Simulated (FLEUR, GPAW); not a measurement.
A FLEUR input for a self-consistent single point of Li3Mg (Pm-3m, 4 atoms in the cell) (DFT, PBEsol, all-electron FLAPW (FLEUR), scalar-relativistic valence):

Input of the input generator:

```
Li3Mg
&input film=f /
7.9712710848 0.0000000000 0.0000000000
0.0000000000 7.9712710848 0.0000000000
0.0000000000 0.0000000000 7.9712710848
1.0
1.0 1.0 1.0

4
3 0.5000000000 0.5000000000 0.0000000000
3 0.0000000000 0.5000000000 0.5000000000
3 0.5000000000 0.0000000000 0.5000000000
12 0.0000000000 0.0000000000 0.0000000000

&comp jspins=1 /
&exco xctyp='PBEs' /
&kpt div1=10 div2=10 div3=10 gamma=t /
&end /
```

```xml
<?xml version="1.0" encoding="UTF-8" standalone="no"?>
<fleurInput fleurInputVersion="0.39">
   <comment>
      Li3Mg                                                                                               
   </comment>
   <calculationSetup>
      <cutoffs Kmax="3.8" Gmax="13.3" GmaxXC="13.3" numbands="0"/>
      <scfLoop itmax="80" minDistance="0.00001" maxIterBroyd="99" imix="Anderson" alpha="0.05" precondParam="0.0" spinf="2.0"/>
      <coreElectrons ctail="T" frcor="F" kcrel="0" coretail_lmax="0"/>
      <xcFunctional name="PBEs" relativisticCorrections="F"/>
      <magnetism jspins="1"/>
      <soc l_soc="F" theta="0.0" phi="0.0" spav="F"/>
      <expertModes spex="0" secvar="F"/>
      <geometryOptimization l_f="T" forcealpha="1.0" forcemix="BFGS" epsdisp="0.00001" epsforce="0.00001"/>
      <ldaU l_linMix="F" mixParam="0.05" spinf="1.0"/>
   </calculationSetup>
   <cell>
      <bzIntegration valenceElectrons="13.0" mode="gauss" fermiSmearingEnergy="0.00367493">
         <kPointListSelection listName="default-1"/>
         <!-- k-points included here -->
         <xi:include xmlns:xi="http://www.w3.org/2001/XInclude" href="kpts.xml"> </xi:include>
      </bzIntegration>
      <!-- symmetry operations included here -->
      <xi:include xmlns:xi="http://www.w3.org/2001/XInclude" href="sym.xml"> </xi:include>
      <bulkLattice scale="1.0">
         <bravaisMatrix>
            <row-1>    7.9712710847999997     0.0000000000000000     0.0000000000000000</row-1>
            <row-2>    0.0000000000000000     7.9712710847999997     0.0000000000000000</row-2>
            <row-3>    0.0000000000000000     0.0000000000000000     7.9712710847999997</row-3>
         </bravaisMatrix>
      </bulkLattice>
   </cell>
   <atomSpecies>
      <species name="Lithium (Li)" element="Li" atomicNumber="3">
         <mtSphere radius="2.68" gridPoints="925" logIncrement="0.011"/>
         <atomicCutoffs lmax="10" lnonsphr="8"/>
         <electronConfig flipSpins="F">
            <coreConfig>(1s1/2)</coreConfig>
            <valenceConfig>(2s1/2)</valenceConfig>
            <stateOccupation state="(2s1/2)" spinUp="0.5" spinDown="0.5"/>
         </electronConfig>
         <energyParameters s="2" p="2" d="3" f="4"/>
      </species>
      <species name="Magnesium (Mg)" element="Mg" atomicNumber="12">
         <mtSphere radius="2.68" gridPoints="925" logIncrement="0.013"/>
         <atomicCutoffs lmax="10" lnonsphr="8"/>
         <electronConfig flipSpins="F">
            <coreConfig>(1s1/2)</coreConfig>
            <valenceConfig>(2s1/2) (2p1/2) (2p3/2) (3s1/2)</valenceConfig>
         </electronConfig>
         <energyParameters s="3" p="3" d="3" f="4"/>
         <lo type="SCLO" l="0" n="2" eDeriv="0"/>
         <lo type="SCLO" l="1" n="2" eDeriv="0"/>
      </species>
   </atomSpecies>
   <atomGroups>
      <atomGroup species="Lithium (Li)">
         <relPos label="                   1">1.000/2.000 1.000/2.000 .0000000000</relPos>
         <relPos label="                   2">.0000000000 1.000/2.000 1.000/2.000</relPos>
         <relPos label="                   3">1.000/2.000 .0000000000 1.000/2.000</relPos>
         <force calculate="T" relaxXYZ="TTT"/>
      </atomGroup>
      <atomGroup species="Magnesium (Mg)">
         <relPos label="                   4">.0000000000 .0000000000 .0000000000</relPos>
         <force calculate="T" relaxXYZ="TTT"/>
      </atomGroup>
   </atomGroups>
   <output dos="F" band="F" slice="F">
      <checks vchk="F" cdinf="F"/>
      <bandDOS minEnergy="-.5*Htr" maxEnergy="0.5*Htr" sigma="0.015" storeEVData="T"/>
      <vacuumDOS vacdos="F" integ="F" star="F" nstars="0" locx1="0.0" locy1="0.0" locx2="0.0" locy2="0.0" nstm="0" tworkf="0.0"/>
      <unfoldingBand unfoldBand="F" supercellX="1" supercellY="1" supercellZ="1"/>
      <plotting iplot="0" polar="F">
         <plot TwoD="T" vec1="  1.0  0.0  0.0" vec2="  0.0  1.0  0.0" vec3="  0.0  0.0  1.0" zero="  0.0  0.0  0.0" file="plot"/>
      </plotting>
      <chargeDensitySlicing numkpt="0" minEigenval="0.0" maxEigenval="0.0" nnne="0" pallst="F"/>
      <specialOutput eonly="F"/>
      <magneticCircularDichroism mcd="F" energyLo="-10.0" energyUp="0.0"/>
   </output>
  <!-- We include the file relax.xml here to enable relaxations (see documentation) -->
  <xi:include xmlns:xi="http://www.w3.org/2001/XInclude" href="relax.xml"> <xi:fallback/> </xi:include>
</fleurInput>
```

Problem. Translate this input to GPAW.

Solution. This is the input that was run; spellings and numerical settings could be chosen otherwise.

```python
from ase import Atoms
from ase.units import GPa
from gpaw import GPAW

atoms = Atoms(['Li', 'Li', 'Li', 'Mg'],
              cell=[[4.218215, 0.000000, 0.000000],
                    [0.000000, 4.218215, 0.000000],
                    [0.000000, 0.000000, 4.218215]],
              scaled_positions=[[0.500000, 0.500000, 0.000000],
                                [0.000000, 0.500000, 0.500000],
                                [0.500000, 0.000000, 0.500000],
                                [0.000000, 0.000000, 0.000000]],
              pbc=True)

calc = GPAW(mode={'name': 'pw', 'ecut': 850},
            xc='PBEsol',
            kpts={'size': (10, 10, 10), 'gamma': True},
            occupations={'name': 'methfessel-paxton', 'width': 0.1, 'order': 0},
            nbands=-10,
            convergence={'density': 1e-05, 'energy': 1e-05},
            symmetry={'symmorphic': False, 'tolerance': 0.0005},
            maxiter=100)

atoms.calc = calc

energy = atoms.get_potential_energy()
print('Energy (eV):', round(energy, 6))
forces = atoms.get_forces()
print('Forces (eV/Ang):')
print(forces.round(5))
stress = atoms.get_stress()
print('Stress (GPa, Voigt):', (stress / GPa).round(4))
```

Basis, cutoffs, solver keys and any potentials are the target program's own. This input uses DFT PBEsol, plane waves, GPAW PAW datasets PBEsol (made by gpaw-setup).

The starting cell comes from a database of computed structures (which also holds hypothetical and non-ambient phases and stackings), without a prior relaxation at this level. Its lattice was rescaled by a random factor within 2.5 % of one. For this run, on top of that: lattice scaled by 0.98.
